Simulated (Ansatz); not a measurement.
Levels about the gap of amorphous In24O41Nb2 (67 atoms in a cell of 942 Å³, 6.34 g/cm³; zone centre alone, so wide bands show as single levels with stretches between that a denser mesh fills), at the geometry that PBE relaxed, where it gives 0.2 GPa on a denser mesh. The participation number counts the atoms over which a state spreads; weights are charges in smoothed Voronoi cells. The levels come from a single point, so bond lengths are those of that geometry. Method of the levels: PBE, scalar-relativistic without spin-orbit coupling (Ansatz, a quantum-chemistry and plane-wave program). Sampling: the zone centre alone; Fermi-Dirac width 0.02 eV; no spin polarisation. At PBE the levels at the filled edge of the gap are localised (band-tail or defect states).

A CHGNet melt-quench gave the starting glass, which DFT then relaxed. O atoms were pushed apart under 1.9 Å during the dynamics, to hinder bonds among them. The hot cell started wider than the set density and was brought back towards it in steps. It is the lowest in DFT energy of 2 quenches. It is a model cell: composition and starting density were chosen by hand, and all elements were melted together. No dispersion term was used. Its density started from a set value of 6.32 and ended at 6.34 g/cm³. The simulated quench (nominally 280 K/ps over its main leg) is rapid and tends to freeze in more defects than a deposited or slowly cooled glass has. A cell of this size samples the disorder only roughly. Volume and shape were free in the relaxation. On a 2×2×2 Γ-centred mesh force components of up to 0.14 eV/Å stay, since the relaxation ran on the zone centre alone.

```tsv
E - E(highest filled), eV	filling	participation number	largest on	weight O	weight In	weight Nb
-0.30	filled	20.4	O, 3 neighbours	0.93	0.06	0.00
-0.24	filled	14.4	O, 3 neighbours	0.94	0.05	0.00
-0.22	filled	13.4	O, 4 neighbours	0.94	0.06	0.00
-0.19	filled	23.7	O, 4 neighbours	0.93	0.06	0.00
-0.11	filled	12.7	O, 3 neighbours	0.94	0.06	0.00
-0.05	filled	5.9	O, 3 neighbours	0.95	0.05	0.00
0.00	filled	4.9	O, 3 neighbours	0.95	0.05	0.00
0.91	empty	61.4	In, 4 neighbours	0.56	0.44	0.01
3.23	empty	30.1	In, 4 neighbours	0.54	0.34	0.12
3.45	empty	23.8	Nb, 6 neighbours	0.50	0.28	0.22
3.60	empty	34.5	Nb, 6 neighbours	0.54	0.31	0.15
3.67	empty	13.5	Nb, 6 neighbours	0.46	0.20	0.33
3.78	empty	32.4	Nb, 6 neighbours	0.55	0.30	0.15
3.83	empty	14.8	Nb, 6 neighbours	0.49	0.27	0.24
```

Most localised among these is the filled level at +0.00 eV, on a O atom, which has 3 neighbours (In 2.11 Å, In 2.13 Å, In 2.14 Å).
